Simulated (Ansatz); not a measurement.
Start from BAs in the wurtzite structure (space group P6_3mc, No. 186; a = 3.354 Å, c = 5.554 Å; a cell from a computed database, its experimental status unchecked).

Levels (all Ansatz, an electronic-structure program, PAW): PBEsol (420 eV, without spin-orbit coupling); PBEsol+SOC (420 eV, noncollinear with spin-orbit coupling).

The geometry is relaxed with PBEsol.

| Item | Result |
|---|---|
| PBEsol lowest conduction level above the VBM at special points | M 1.02 eV; K 1.20 eV; L 1.68 eV; Γ 2.16 eV |
| PBEsol valence-band top at Γ | 0.00, 0.00, -0.39 eV |
| PBEsol smallest direct gap | 2.16 eV |
| PBEsol width of the top valence band | 4.70 eV |

### Question
Predict the lowest conduction level above the VBM at special points, valence-band top at Γ, smallest direct gap and width of the top valence band from PBEsol+SOC.

### Answer
The lowest conduction level above the VBM at special points goes from M 1.02 eV; K 1.20 eV; L 1.68 eV; Γ 2.16 eV to M 0.95 eV; K 1.13 eV; L 1.61 eV; Γ 2.09 eV; the valence-band top at Γ (three highest Kramers pairs, from the VBM) becomes 0.00, -0.12, -0.49 eV (PBEsol: 0.00, 0.00, -0.39 eV); the smallest direct gap decreases by 0.07 eV (2.16 eV → 2.09 eV); the width of the top valence band goes up by 0.04 eV, from 4.70 eV to 4.74 eV.

Single points use the geometry relaxed with PBEsol. Differences between runs with and without spin-orbit coupling are approximate. Whether these cells are dynamically stable was not tested. This is not the structure that BAs has at room temperature and ambient pressure.
